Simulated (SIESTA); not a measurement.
**Worked example: self-consistent single point of Ca2AsI (R-3m, 4 atoms in the cell) in SIESTA**

Level of theory: LDA PW92, numerical atomic orbitals DZP, PseudoDojo LDA standard norm-conserving potentials (rewritten from UPF to PSML) run with SIESTA.

This input was run:

```
# files in the folder: Ca.psml As.psml I.psml (PseudoDojo LDA standard)
SystemName  Ca2AsI
SystemLabel siesta

NumberOfAtoms                4
NumberOfSpecies              3
%block ChemicalSpeciesLabel
  1 20 Ca
  2 33 As
  3 53 I
%endblock ChemicalSpeciesLabel
LatticeConstant              1.0 Bohr
%block LatticeVectors
     4.166553197    2.405558996   14.122301275
    -4.166553197    2.405558996   14.122301275
     0.000000000   -4.811119881   14.122301275
%endblock LatticeVectors
AtomicCoordinatesFormat      Bohr
%block AtomicCoordinatesAndAtomicSpecies
    -0.000000000   -0.000000437    9.798702250  1
    -0.000000000   -0.000001453   32.568201574  1
     0.000000000   -0.000000945   21.183451912  2
     0.000000000    0.000000000    0.000000000  3
%endblock AtomicCoordinatesAndAtomicSpecies

XC.functional                LDA
XC.authors                   PW92
PAO.BasisSize                DZP
PAO.EnergyShift              0.01 Ry
MeshCutoff                   400 Ry
%block kgrid.MonkhorstPack
    7   0   0  0.0
    0   7   0  0.0
    0   0   7  0.0
%endblock kgrid.MonkhorstPack
OccupationFunction           FD
ElectronicTemperature        10 K

MaxSCFIterations             150
SCF.Mixer.Method             Pulay
SCF.Mixer.Weight             0.25
SCF.Mixer.History            8
SCF.DM.Tolerance             1.0E-05
Diag.ParallelOverK           true
WriteForces                  true
Charge.Mulliken              end
```

The program printed (abridged):

```
reinit: Reading from file input.fdf

reinit: System Name: Ca2AsI
reinit: System Label: siesta

coor:   Atomic-coordinates input format  =     Cartesian coordinates
coor:                                            (in Bohr units)

siesta: Atomic coordinates (Bohr) and species
siesta:     -0.00000  -0.00000   9.79870  1        1
siesta:     -0.00000  -0.00000  32.56820  1        2
siesta:      0.00000  -0.00000  21.18345  2        3
siesta:      0.00000   0.00000   0.00000  3        4

siesta: System type = bulk

initatomlists: Number of atoms, orbitals, and projectors:      4    49    86

siesta: ******************** Simulation parameters ****************************
redata: Spin configuration                          = none
redata: Time-Reversal Symmetry                      = T
redata: Number of Atomic Species                    =        3
redata: Mesh Cutoff                                 =   400.0000 Ry
redata: Net charge of the system                    =     0.0000 |e|
redata: Min. number of SCF Iter                     =        0
redata: Max. number of SCF Iter                     =      150
redata: SCF convergence failure will abort job
redata: SCF mix quantity                            = Hamiltonian
redata: Mix DM or H after convergence               =   F
redata: Recompute H after scf cycle                 =   F
redata: Mix DM in first SCF step                    =   T
redata: No kicks to SCF
redata: DM Mixing Weight for Kicks                  =     0.5000
redata: Require Harris convergence for SCF          =   F
redata: Harris energy tolerance for SCF             =     0.000100 eV
redata: Require DM convergence for SCF              =   T
redata: DM tolerance for SCF                        =     0.000010
redata: Require EDM convergence for SCF             =   F
redata: EDM tolerance for SCF                       =     0.001000 eV
redata: Require H convergence for SCF               =   T
   [... lines left out ...]
diag: Parallel distribution                         =     1 x     1
diag: Used triangular part                          = Lower
diag: Absolute tolerance                            =  0.100E-15
diag: Orthogonalization factor                      =  0.100E-05
diag: Memory factor                                 =  1.0000

superc: Internal auxiliary supercell:     7 x     7 x     7  =     343
superc: Number of atoms, orbitals, and projectors:   1372  16807  29498

                        Single-point calculation

superc: Internal auxiliary supercell:     7 x     7 x     7  =     343
superc: Number of atoms, orbitals, and projectors:   1372  16807  29498

outcell: Unit cell vectors (Ang):
        2.204845    1.272967    7.473200
       -2.204845    1.272967    7.473200
        0.000000   -2.545935    7.473200

outcell: Cell vector modules (Ang)   :    7.894967    7.894967    7.894967
outcell: Cell angles (23,13,12) (deg):     32.4335     32.4335     32.4335
outcell: Cell volume (Ang**3)        :    125.8500
new_DM -- step:     1
Initializing Density Matrix...

Attempting to read DM from file... Failed...
DM filled with atomic data:

InitMesh: MESH = 90 x 90 x 90 = 729000
InitMesh: Mesh cutoff (required, used) =   400.000   400.843 Ry

stepf: Fermi-Dirac step function
        iscf     Eharris(eV)        E_KS(eV)     FreeEng(eV)     dDmax    Ef(eV) dHmax(eV)
   scf:    1    -5335.514588    -5341.343123    -5341.343123  1.348707 -4.202190  6.250658
   scf:    2    -5343.368392    -5342.489641    -5342.489641  0.119802 -4.503944  2.258176
   scf:    3    -5342.887415    -5342.764709    -5342.764709  0.166006 -3.107916  0.804989
   scf:    4    -5342.777182    -5342.775891    -5342.775891  0.061626 -3.552875  0.419992
   scf:    5    -5342.784500    -5342.781679    -5342.781679  0.020393 -3.543523  0.037161
   scf:    6    -5342.781815    -5342.781759    -5342.781759  0.002783 -3.541003  0.012205
   scf:    7    -5342.781774    -5342.781767    -5342.781767  0.000781 -3.538898  0.007991
   scf:    8    -5342.781769    -5342.781769    -5342.781769  0.000406 -3.539591  0.001846
   scf:    9    -5342.781769    -5342.781769    -5342.781769  0.000081 -3.539538  0.000018
   scf:   10    -5342.781769    -5342.781769    -5342.781769  0.000002 -3.539532  0.000028
SCF Convergence by DM+H criterion
max |DM_out - DM_in|         :     0.0000020935
max |H_out - H_in|      (eV) :     0.0000276590
SCF cycle converged after 10 iterations

Using DM_out to compute the final energy and forces

siesta: E_KS(eV) =            -5342.7818

siesta: E_KS - E_eggbox =     -5342.7818

siesta: Atomic forces (eV/Ang):
     1   -0.000000   -0.000001    0.320466
     2   -0.000000    0.000001   -0.320466
     3   -0.000000    0.000000   -0.000000
     4    0.000000    0.000000    0.000000
   Tot   -0.000000    0.000000   -0.000000
   Max    0.320466
   Res    0.130830    sqrt( Sum f_i^2 / 3N )
   Max    0.320466    constrained

Stress tensor Voigt[x,y,z,yz,xz,xy] (kbar):      -15.39      -15.39      -10.34        0.00       -0.00        0.00
(Free)E + p*V (eV/cell)    -5341.7050
Target enthalpy (eV/cell)    -5342.7818

siesta: Program's energy decomposition (eV):
siesta: Ebs     =     -1029.233130
siesta: Eions   =      6910.838253
siesta: Ena     =       957.505764
siesta: Ekin    =      2871.001235
siesta: Enl     =     -1155.727577
siesta: Eso     =         0.000000
siesta: Edftu   =         0.000000
siesta: DEna    =        33.579954
siesta: DUscf   =         1.213380
siesta: DUext   =         0.000000
siesta: Ex      =     -1039.220683
siesta: Ec      =      -100.295589
siesta: Exc     =     -1139.516272
siesta: Eharris =     -5342.781769
siesta: Etot    =     -5342.781769
siesta: FreeEng =     -5342.781769

siesta: Atomic forces (eV/Ang):
siesta:      1   -0.000000   -0.000001    0.320466
siesta:      2   -0.000000    0.000001   -0.320466
siesta:      3   -0.000000    0.000000   -0.000000
siesta:      4    0.000000    0.000000    0.000000
siesta: ----------------------------------------
siesta:    Tot   -0.000000    0.000000   -0.000000

siesta: Stress tensor (static) (eV/Ang**3):
siesta:    -0.009607    0.000000   -0.000000
siesta:     0.000000   -0.009607    0.000000
siesta:    -0.000000    0.000000   -0.006455

siesta: Cell volume =        125.849988 Ang**3

siesta: Pressure (static):
siesta:                Solid            Molecule  Units
siesta:           0.00009319          0.00020458  Ry/Bohr**3
siesta:           0.00855622          0.01878355  eV/Ang**3
siesta:          13.70856941         30.09456146  kBar

mulliken: Atomic and Orbital Populations:

Species: Ca
Atom  Qatom  Qorb
               3s      4s      4s      3py     3pz     3px     4py     4pz
               4px
   1  9.674   1.972   0.809  -0.076   2.004   1.990   2.004   0.330   0.312
              0.330
   2  9.674   1.972   0.809  -0.076   2.004   1.990   2.004   0.330   0.312
              0.330

Species: As
Atom  Qatom  Qorb
               4s      4s      4py     4pz     4px     4py     4pz     4px
               3dxy    3dyz    3dz2    3dxz    3dx2-y2 4dxy    4dyz    4dz2
               4dxz    4dx2-y2
   3 15.891   1.452   0.124   1.701   1.445   1.701  -0.255  -0.125  -0.255
              2.002   2.002   2.001   2.002   2.002   0.025   0.018   0.010

              0.018   0.025

Species: I
Atom  Qatom  Qorb
               5s      5s      5py     5pz     5px     5py     5pz     5px
               5Pdxy   5Pdyz   5Pdz2   5Pdxz   5Pdx2-y2
   4  6.762   1.695   0.102   1.559   1.503   1.559   0.091   0.117   0.091
              0.006   0.012   0.011   0.012   0.006

mulliken: Qtot =       42.000

Mulliken Atomic Populations:
Atom #   charge [q] valence [e]  Species
     1     0.326265    9.673735  Ca
     2     0.326265    9.673735  Ca
     3    -0.891023   15.891023  As
     4     0.238492    6.761508  I
 Total    -0.000000
```

The run converged in 10 iterations.

The starting cell comes from a database of computed structures (which also holds hypothetical and non-ambient phases and stackings), without a prior relaxation at this level. Its lattice was rescaled by up to half a per cent. Values carry the incompleteness of an atom-centred basis.

Cost on one core of a shared machine: roughly 70 s.
